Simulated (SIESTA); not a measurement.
**Worked example: self-consistent single point of Ti2H4Pd (I4/mmm, 7 atoms in the cell) in SIESTA**

Computed with LDA PW92, numerical atomic orbitals DZP, PseudoDojo LDA standard norm-conserving potentials (rewritten from UPF to PSML) (SIESTA).

Input as run:

```
# files in the folder: Ti.psml H.psml Pd.psml (PseudoDojo LDA standard)
SystemName  Ti2H4Pd
SystemLabel siesta

NumberOfAtoms                7
NumberOfSpecies              3
%block ChemicalSpeciesLabel
  1 22 Ti
  2 1 H
  3 46 Pd
%endblock ChemicalSpeciesLabel
LatticeConstant              1.0 Bohr
%block LatticeVectors
    -2.776848605    2.776848605   12.489228304
     2.776848605   -2.776848605   12.489228304
     2.776848605    2.776848605  -12.489228304
%endblock LatticeVectors
AtomicCoordinatesFormat      Bohr
%block AtomicCoordinatesAndAtomicSpecies
     0.000000000   -0.000000000    8.632554603  1
    -0.000000000    0.000000000   16.345902004  1
    -0.000000000    0.000000000   21.674306367  2
    -0.000000000    0.000000000    3.304150240  2
     0.000000000    2.776848605    6.244614152  2
     2.776848605    0.000000000    6.244614152  2
     0.000000000    0.000000000    0.000000000  3
%endblock AtomicCoordinatesAndAtomicSpecies

XC.functional                LDA
XC.authors                   PW92
PAO.BasisSize                DZP
PAO.EnergyShift              0.01 Ry
MeshCutoff                   400 Ry
%block kgrid.MonkhorstPack
   10   0   0  0.0
    0  10   0  0.0
    0   0  10  0.0
%endblock kgrid.MonkhorstPack
OccupationFunction           MP
OccupationMPOrder            0
ElectronicTemperature        0.05 eV

MaxSCFIterations             150
SCF.Mixer.Method             Pulay
SCF.Mixer.Weight             0.25
SCF.Mixer.History            6
SCF.DM.Tolerance             1.0E-05
Diag.ParallelOverK           true
WriteForces                  true
Charge.Mulliken              end
```

Output, abridged:

```
reinit: Reading from file input.fdf

reinit: System Name: Ti2H4Pd
reinit: System Label: siesta

coor:   Atomic-coordinates input format  =     Cartesian coordinates
coor:                                            (in Bohr units)

siesta: Atomic coordinates (Bohr) and species
siesta:      0.00000  -0.00000   8.63255  1        1
siesta:     -0.00000   0.00000  16.34590  1        2
siesta:     -0.00000   0.00000  21.67431  2        3
siesta:     -0.00000   0.00000   3.30415  2        4
siesta:      0.00000   2.77685   6.24461  2        5
siesta:      2.77685   0.00000   6.24461  2        6
siesta:      0.00000   0.00000   0.00000  3        7

siesta: System type = bulk

initatomlists: Number of atoms, orbitals, and projectors:      7    77    74

siesta: ******************** Simulation parameters ****************************
redata: Spin configuration                          = none
redata: Time-Reversal Symmetry                      = T
redata: Number of Atomic Species                    =        3
redata: Mesh Cutoff                                 =   400.0000 Ry
redata: Net charge of the system                    =     0.0000 |e|
redata: Min. number of SCF Iter                     =        0
redata: Max. number of SCF Iter                     =      150
redata: SCF convergence failure will abort job
redata: SCF mix quantity                            = Hamiltonian
redata: Mix DM or H after convergence               =   F
redata: Recompute H after scf cycle                 =   F
redata: Mix DM in first SCF step                    =   T
redata: No kicks to SCF
redata: DM Mixing Weight for Kicks                  =     0.5000
redata: Require Harris convergence for SCF          =   F
redata: Harris energy tolerance for SCF             =     0.000100 eV
redata: Require DM convergence for SCF              =   T
redata: DM tolerance for SCF                        =     0.000010
   [... lines left out ...]
diag: Used triangular part                          = Lower
diag: Absolute tolerance                            =  0.100E-15
diag: Orthogonalization factor                      =  0.100E-05
diag: Memory factor                                 =  1.0000

superc: Internal auxiliary supercell:     7 x     7 x     9  =     441
superc: Number of atoms, orbitals, and projectors:   3087  33957  32634

                        Single-point calculation

superc: Internal auxiliary supercell:     7 x     7 x     9  =     441
superc: Number of atoms, orbitals, and projectors:   3087  33957  32634

outcell: Unit cell vectors (Ang):
       -1.469445    1.469445    6.609015
        1.469445   -1.469445    6.609015
        1.469445    1.469445   -6.609015

outcell: Cell vector modules (Ang)   :    6.928031    6.928031    6.928031
outcell: Cell angles (23,13,12) (deg):    155.5089    155.5089     34.9100
outcell: Cell volume (Ang**3)        :     57.0826
new_DM -- step:     1
Initializing Density Matrix...

Attempting to read DM from file... Failed...
DM filled with atomic data:

InitMesh: MESH = 72 x 72 x 60 = 311040
InitMesh: Mesh cutoff (required, used) =   400.000   420.172 Ry

stepf: Methfessel-Paxton step function
       Using Hermite-Gauss polynomials of order  0
        iscf     Eharris(eV)        E_KS(eV)     FreeEng(eV)     dDmax    Ef(eV) dHmax(eV)
   scf:    1    -6928.386752    -6961.053481    -6961.055701  1.648664 -4.181477  8.117030
   scf:    2    -6967.033130    -6964.792443    -6964.795767  0.154252 -4.935162  4.261681
   scf:    3    -6964.296825    -6965.155144    -6965.158796  0.074637 -5.301151  3.287767
   scf:    4    -6965.721696    -6965.639585    -6965.643064  0.030866 -5.438811  0.201516
   scf:    5    -6965.643179    -6965.642304    -6965.645887  0.006021 -5.407721  0.077973
   scf:    6    -6965.642184    -6965.642830    -6965.646616  0.005969 -5.422696  0.085034
   [... 2 lines left out ...]
   scf:    9    -6965.643310    -6965.643309    -6965.647068  0.000268 -5.409125  0.006727
   scf:   10    -6965.643310    -6965.643310    -6965.647070  0.000125 -5.408973  0.002416
   scf:   11    -6965.643312    -6965.643311    -6965.647071  0.000110 -5.408774  0.000606
   scf:   12    -6965.643313    -6965.643312    -6965.647071  0.000018 -5.408773  0.000205
   scf:   13    -6965.643313    -6965.643313    -6965.647071  0.000010 -5.408778  0.000115
SCF Convergence by DM+H criterion
max |DM_out - DM_in|         :     0.0000099919
max |H_out - H_in|      (eV) :     0.0001148982
SCF cycle converged after 13 iterations

Using DM_out to compute the final energy and forces

siesta: E_KS(eV) =            -6965.6433

siesta: E_KS - E_eggbox =     -6965.6433

siesta: Atomic forces (eV/Ang):
     1    0.000264    0.000264    0.022591
     2   -0.000264   -0.000264   -0.022590
     3   -0.000118   -0.000118    0.186189
     4    0.000118    0.000118   -0.186190
     5    0.000003   -0.000003   -0.000001
     6   -0.000003    0.000003   -0.000001
     7   -0.000000   -0.000000    0.000003
   Tot    0.000000    0.000000   -0.000000
   Max    0.186190
   Res    0.057881    sqrt( Sum f_i^2 / 3N )
   Max    0.186190    constrained

Stress tensor Voigt[x,y,z,yz,xz,xy] (kbar):      125.28      125.28      130.03        0.07        0.07       -0.07
(Free)E + p*V (eV/cell)    -6970.1670
Target enthalpy (eV/cell)    -6965.6471

siesta: Program's energy decomposition (eV):
siesta: Ebs     =     -1441.733330
siesta: Eions   =      9853.664115
siesta: Ena     =      1302.921944
siesta: Ekin    =      2578.467027
siesta: Enl     =        25.859074
siesta: Eso     =         0.000000
siesta: Edftu   =         0.000000
siesta: DEna    =        46.882277
siesta: DUscf   =         1.734021
siesta: DUext   =         0.000000
siesta: Ex      =      -971.885272
siesta: Ec      =       -95.958267
siesta: Exc     =     -1067.843540
siesta: Eharris =     -6965.643313
siesta: Etot    =     -6965.643313
siesta: FreeEng =     -6965.647071

siesta: Atomic forces (eV/Ang):
siesta:      1    0.000264    0.000264    0.022591
siesta:      2   -0.000264   -0.000264   -0.022590
siesta:      3   -0.000118   -0.000118    0.186189
siesta:      4    0.000118    0.000118   -0.186190
siesta:      5    0.000003   -0.000003   -0.000001
siesta:      6   -0.000003    0.000003   -0.000001
siesta:      7   -0.000000   -0.000000    0.000003
siesta: ----------------------------------------
siesta:    Tot    0.000000    0.000000   -0.000000

siesta: Stress tensor (static) (eV/Ang**3):
   [... lines left out ...]
siesta: Cell volume =         57.082554 Ang**3
siesta:        -126.86430904       -142.93523895  kBar
   [... lines left out ...]
              0.265   0.378   0.445   0.593   0.445   0.862  -0.031  -0.008

             -0.037  -0.008  -0.059
   2 11.476   1.896   0.218   0.140   1.949   1.960   1.949   0.265   0.254
              0.265   0.378   0.445   0.593   0.445   0.862  -0.031  -0.008

             -0.037  -0.008  -0.059

Species: H
Atom  Qatom  Qorb
               1s      1s      2Ppy    2Ppz    2Ppx
   3  1.235   0.589   0.436   0.062   0.087   0.062
   4  1.235   0.589   0.436   0.062   0.087   0.062
   5  1.170   0.444   0.549   0.055   0.066   0.055
   6  1.170   0.444   0.549   0.055   0.066   0.055

Species: Pd
Atom  Qatom  Qorb
               4s      5s      5s      4py     4pz     4px     5py     5pz
               5px     4dxy    4dyz    4dz2    4dxz    4dx2-y2 4dxy    4dyz
               4dz2    4dxz    4dx2-y2
   7 18.239   1.890   0.474   0.090   1.977   1.929   1.977   0.375   0.366
              0.375   1.566   1.542   1.332   1.542   1.517   0.267   0.212

              0.333   0.212   0.260

mulliken: Qtot =       46.000

Mulliken Atomic Populations:
Atom #   charge [q] valence [e]  Species
     1     0.524115   11.475885  Ti
     2     0.524116   11.475884  Ti
     3    -0.235021    1.235021  H
     4    -0.235021    1.235021  H
     5    -0.169777    1.169777  H
     6    -0.169777    1.169777  H
     7    -0.238636   18.238636  Pd
 Total     0.000000
```

The run converged in 13 iterations.

The starting cell comes from a database of computed structures (which also holds hypothetical and non-ambient phases and stackings), without a prior relaxation at this level. Spin polarisation is off. Values carry the incompleteness of an atom-centred basis. With a pressure of about -13 GPa the cell is away from its equilibrium volume at this level.

Cost on one core of a shared machine: roughly 4 min.
